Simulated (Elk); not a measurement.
Worked example: self-consistent single point of Mg2Sn (Fm-3m, 3 atoms in the cell) in Elk.

Level of theory: PBE, all-electron FP-LAPW, Elk's shipped species files, LAPW+lo basis (Elk).

The change in words: lattice scaled by 0.98. Reference geometry:
```xyz
3
Lattice="0.0000 3.3288 3.3288 3.3288 0.0000 3.3288 3.3288 3.3288 0.0000" Properties=species:S:1:pos:R:3 pbc="T T T"
Mg     1.6644     1.6644     1.6644
Mg     4.9932     4.9932     4.9932
Sn     0.0000     0.0000     0.0000
```

Reference input (self-consistent single point, DFT, PBE, all-electron FP-LAPW, Elk's shipped species files, LAPW+lo basis): xctype = 20; rgkmax = 7.5; stype = 0; swidth = 0.00999582 Ha; ngridk = 6 6 6; gmaxvr = 14 1/bohr; nxoapwlo = 1; maxscl = 100. This run's input differs from it in these lines:

```diff
@@ -25,3 +25,3 @@
 scale
-  8.896077689
+  8.718154906
```

The program printed (abridged):

```
│ Self-consistent loop started │
│ Loop number : 1 │
 total energy                :     -6585.08840067
│ Loop number : 2 │
 total energy                :     -6585.02624180
RMS change in Kohn-Sham potential (target) :   0.7139598726     (  0.1000000000E-05)
Absolute change in total energy (target)   :   0.6215887173E-01 (  0.1000000000E-03)
│ Loop number : 3 │
 total energy                :     -6582.74618684
RMS change in Kohn-Sham potential (target) :   0.3740483833     (  0.1000000000E-05)
Absolute change in total energy (target)   :    2.295594670     (  0.1000000000E-03)
│ Loop number : 4 │
   [... lines left out ...]
Absolute change in total energy (target)   :   0.7932620456E-03 (  0.1000000000E-03)
│ Loop number : 13 │
 total energy                :     -6579.91371437
RMS change in Kohn-Sham potential (target) :   0.2442051128E-06 (  0.1000000000E-05)
Absolute change in total energy (target)   :   0.2240016311E-03 (  0.1000000000E-03)
│ Loop number : 14 │
 total energy                :     -6579.91370035
RMS change in Kohn-Sham potential (target) :   0.1112865268E-06 (  0.1000000000E-05)
Absolute change in total energy (target)   :   0.7001389167E-04 (  0.1000000000E-03)
Convergence targets achieved

│ Loop number : 15 │

Energies :
 Fermi                       :     0.186721910564
 total energy                :     -6579.91369909

Density of states at Fermi energy :    13.31068812
 (states/Hartree/unit cell)

Estimated indirect band gap :   0.4722739753E-02
 from k-point     13 to k-point      1
Estimated direct band gap   :   0.5806384047E-02
 at k-point     13

Charges :
 core                        :    34.00000000
 valence                     :    40.00000000
 interstitial                :    4.540197345
 muffin-tins (core leakage)
  species :    1 (Mg)
   atom    1                 :    10.51107675     ( -0.4440892099E-15)
   atom    2                 :    10.51107675     ( -0.4440892099E-15)
  species :    2 (Sn)
   atom    1                 :    48.43764915     (  0.6817253314E-04)
 total in muffin-tins        :    69.45980266
 total calculated charge     :    73.98479150
 total charge                :    74.00000000
 error                       :   0.1520850316E-01

│ Self-consistent loop stopped │
```

The run converged in 15 iterations. The count includes the last loop, which Elk runs after its targets are met. Against the reference run the total energy rises by 43.0 meV/atom.

The starting cell comes from a database of computed structures (which also holds hypothetical and non-ambient phases and stackings), without a prior relaxation at this level. Its lattice was rescaled by a random factor within 2.5 % of one. For this run, on top of that: lattice scaled by 0.98. Values depend on the basis (sphere radii, cutoffs, local orbitals), which need not be converged. The log's line on a gap gives a spacing of levels on this mesh, which the program prints for metals too.
